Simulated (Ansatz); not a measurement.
The reference is AlN in the zinc blende structure (space group F-43m, No. 216).

```
CELL_PARAMETERS angstrom
      0.00000     2.20161     2.20161
      2.20161     0.00000     2.20161
      2.20161     2.20161     0.00000
ATOMIC_POSITIONS crystal
  N  0.75000 0.75000 0.75000
  Al 0.00000 0.00000 0.00000
```

Level of theory: Kohn–Sham DFT with the PBE functional, run in Ansatz (a first-principles code) with PAW and 420 eV plane waves, without spin-orbit coupling.

Base values:

```
Item                  Result
-------------------  -------
Band gap             3.31 eV
Smallest direct gap  3.98 eV
```

Modification: an isotropic linear strain of −1.26 %; the atoms relax in the strained cell.

Question: Estimate the effect on the band gap.

Answer: The band gap rises by 0.02 eV to 3.33 eV.

Question: Predict the new smallest direct gap.

Answer: The smallest direct gap rises by 0.33 eV to 4.31 eV.

Whether these cells are dynamically stable was not tested. This is not the structure that AlN has at room temperature and ambient pressure.
